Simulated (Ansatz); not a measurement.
Carrier properties of BAs under load (space group F-43m)

Given:

```
AsB
1.0
    0.00000     2.39557     2.39557
    2.39557     0.00000     2.39557
    2.39557     2.39557     0.00000
B As
1 1
Direct
  0.25000   0.25000   0.25000
  0.00000   0.00000   0.00000
```

Computed with PBEsol, rigid bands (plane waves, PAW, scalar-relativistic; Ansatz, a program for electronic structure). Condition of this run: hydrostatic pressure -2 GPa (the target of the relaxation). Geometry: cell and atoms relaxed with PBEsol, then loaded as said.

band gap: 1.09 eV
electron conductivity mass (300 K, dilute): 0.30 mₑ
effective density of states N_c (300 K): 3.5e19 cm⁻³
density-of-states mass, electrons: 1.24 mₑ
Seebeck coefficient, n-type 1e19 cm⁻³, 300 K: -322 μV/K
best n-type power factor at 300 K for τ = 10 fs (best axis; densities from 1e16 to 1e21 cm⁻³ tried, whether or not they can be reached): 18.3 μW/(cm·K²) at 1e20 cm⁻³

Rigid bands; masses and Seebeck coefficients take one relaxation time τ for all states and one kind of carrier; polarons and phonon drag are left out. Spin-orbit coupling is left out.
